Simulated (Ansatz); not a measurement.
# A computed series for TaN: pressure series

The parent structure is TaN in the rock salt structure (space group Fm-3m, No. 225; a = 4.4170 Å).

Cell and atoms are relaxed at each pressure.

Calculations: PBE (Ansatz, an electronic-structure program; PAW; 420 eV plane waves; no spin-orbit coupling).

Two rows of this table had their results exchanged by mistake.

| pressure | volume per atom (Å³) | shortest distance (Å) | band gap |
|---|---|---|---|
| pressure −2 GPa | 10.75 | 2.207 | zero |
| pressure −1 GPa | 10.80 | 2.211 | zero |
| pressure 0.3 GPa | 10.76 | 2.208 | zero |
| pressure 0.7 GPa | 10.84 | 2.213 | zero |
| pressure 1.5 GPa | 10.72 | 2.205 | zero |
| pressure 3 GPa | 10.68 | 2.202 | zero |
| pressure 5 GPa | 10.62 | 2.198 | zero |
| pressure 7.5 GPa | 10.54 | 2.193 | zero |
| pressure 10 GPa | 10.47 | 2.188 | zero |

**Question.** Which two?

**Answer.** The rows for pressure −2 GPa and pressure 0.7 GPa: the volume has to fall steadily with pressure, so 10.84 Å³ belongs to pressure −2 GPa and 10.75 Å³ to pressure 0.7 GPa.

Load acts through the strain it causes; cell and atoms are relaxed under it. No phonon test of stability was made. Competing high-pressure phases were not computed. All final runs are without spin polarisation. This is not the structure that TaN has at room temperature and ambient pressure.
